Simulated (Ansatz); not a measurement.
The parent structure is Os in the hcp (Mg type) structure (space group P6_3/mmc, No. 194; relaxed with 0.1 eV smearing).

```yaml
crystal:
  lattice:
    - [2.72903, 0.00000, 0.00000]
    - [-1.36451, 2.36341, 0.00000]
    - [0.00000, 0.00000, 4.30906]
  atoms:
    - { symbol: Os, position: [0.66667, 0.33333, 0.75000] }
    - { symbol: Os, position: [0.33333, 0.66667, 0.25000] }
```

Cartesian axes are those of the cell as printed.

Computed with PBEsol, PAW, 420 eV (Ansatz, a first-principles code; spin-orbit coupling left out).

Strains are applied to the cell and any free atomic positions relax.

One change was made to it. Results:

```tsv
quantity	base	after
energy relative to the base (free energy F)	0 meV/atom	+0.8 meV/atom
band gap	zero	zero
```

### Question
Which change produced these results?
(A) uniaxial strain ε_xx = +0.50 %
(B) uniaxial strain ε_xx = −2.00 %
(C) uniaxial strain ε_xx = +2.00 %
(D) uniaxial strain ε_xx = +1.50 %

### Answer
A, uniaxial strain ε_xx = +0.50 %. For comparison, the energy relative to the base in the other runs: uniaxial strain ε_xx = +2.00 % gives +13 meV/atom; uniaxial strain ε_xx = −2.00 % gives +15 meV/atom; uniaxial strain ε_xx = +1.50 % gives +7.3 meV/atom.

Whether these cells are dynamically stable was not tested. All final runs are without spin polarisation.
